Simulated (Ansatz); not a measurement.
## A constructed model of the (111) surface of fcc Al, a pseudomorphic layer of Zr in the other hollow (bottom of the slab: a bare face, its two planes held)

These are PBE (plane waves to 420 eV, PAW; Ansatz, a first-principles code) values and carry that method's errors.

Model: 7-atom slab, 14.3 Å thick at the start with caps and adatoms, 15x15x1 mesh, Fermi-Dirac 0.1 eV, dipole correction, 2 atoms held, the rest relaxed; start symmetry kept, larger cells not searched; no spin, no spin-orbit, no U. In PBE it lies 0.05 eV a 1x1 cell over the lowest computed structure of the same composition (a pseudomorphic layer of Zr in the host's stacking).

```json
{
 "work_function_of_the_top_face": "4.85 eV",
 "energy_released_by_relaxation": "0.036 eV",
 "cost": "around 90 core-seconds (rough)"
}
```
